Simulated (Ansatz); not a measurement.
Reference: GaAlAs2 (R3m), PBEsol, rigid bands (plane waves, PAW, scalar-relativistic; Ansatz, a first-principles code); axes and stresses refer to this cell.

```xyz
4
Lattice="2.0041 1.1571 6.5432 -2.0041 1.1571 6.5432 0.0000 -2.3142 6.5432" Properties=species:S:1:pos:R:3 pbc="T T T"
Al     0.0000     0.0000    19.6247
Ga     0.0000     0.0000     9.8178
As     0.0000     0.0000     2.4535
As     0.0000     0.0000    12.2709
```

The Seebeck coefficient, n-type 1e19 cm⁻³ comes out as -51 μV/K. The electron mass along z is 0.099 mₑ and the hole mass along z is 0.55 mₑ.

Question: Change: functional r2SCAN on the same cell. What happens to Seebeck coefficient, n-type 1e19 cm⁻³, electron mass along z, hole mass along z?

Answer: Seebeck coefficient, n-type 1e19 cm⁻³ goes up in size to -69 μV/K; electron mass along z rises to 0.154 mₑ; hole mass along z moves little, to 0.56 mₑ.

Masses are for dilute carriers at 300 K, harmonic means over directions unless an axis is named. Seebeck coefficients are for the stated density at 300 K, with one relaxation time for all states and whether or not that doping can be reached. Spin-orbit coupling is left out unless a row names it; without it hole values are far off for these elements. 

Computed structure with no diffraction record at hand here (it may be known, metastable or hypothetical): GaAlAs2 (R3m).
